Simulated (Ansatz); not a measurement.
Abridged Ansatz (a first-principles code) output:

```
Pseudopotential: Al, paw, valence charge 3
Pseudopotential: Au, paw, valence charge 19
Crystal: 3 atoms, lattice volume = 54.065 Å³
Basis set: ecut = 420 eV, 1067 PW (Γ), exchange–correlation on 60×60×60 points (8 copies of the dense FFT grid, shifted against one another)
Bands: 17, of which v1, the nominal top of the filled ones, is band 13 counted from 1 (12 counted from 0)
Symmetry: 48 space group operations
k-points: 84 of 2197
Functional: x = pbesol(κ = 0.804, μ = 0.12345679012345678), c = pbesol(β = 0.046)
SCF iter   1: F=—  HF=-14057.552754 eV  |F-HF|=—  |Δ(HF+E_count)|=         —  Δρ=2.35e-3  dr2=2.60e-3  ethr=1.77e-3  ⟨swp⟩=5.8  Hψ=7431  notcnv=0
SCF iter   2: F=—  HF=-14057.553277 eV  |F-HF|=—  |Δ(HF+E_count)|=   5.23e-4  Δρ=1.49e-3  dr2=1.31e-3  ethr=1.04e-5  ⟨swp⟩=2.0  Hψ=2478  notcnv=0
SCF 1 converged in 8 iterations: F = -14057.553637 eV  dr2 = 5.99e-11
SCF converged after 8 iterations
Free energy (F): -14057.553637 eV
Internal energy: -14057.547295 eV  (E = F + TS)
E sigma→0 (E₀):  -14057.550466 eV
Entropy (-TS):   -0.006342 eV (-2.114 meV/atom)
Fermi energy:    11.149232 eV
--- Forces (eV/Å), atoms counted from 1 ---
  atom   1  Al     0.00000000     0.00000000    -0.00000000
  atom   2  Al    -0.00000000    -0.00000000    -0.00000000
  atom   3  Au    -0.00000000     0.00000000    -0.00000000
--- Stress (GPa, compression-positive) ---
       -0.000163      -0.000000       0.000000
        0.000000      -0.000163      -0.000000
       -0.000000       0.000000      -0.000163
  P = ⅓ Tr σ = -0.0002 GPa (-0.002 kbar)
```

**Question.** What was computed, and what are the main results?

**Answer.** Al2Au, 3 atoms in the cell, with PBEsol (Ansatz), spin-orbit coupling left out. The last SCF converged to F = -14057.553637 eV, or -4685.8512 eV per atom, at a pressure of 0.00 GPa. The total energy compares only with runs of the same code, potentials and settings.

No phonon test of stability was made. The cell is Al$_{2}$Au (space group Fm-3m, No. 225).
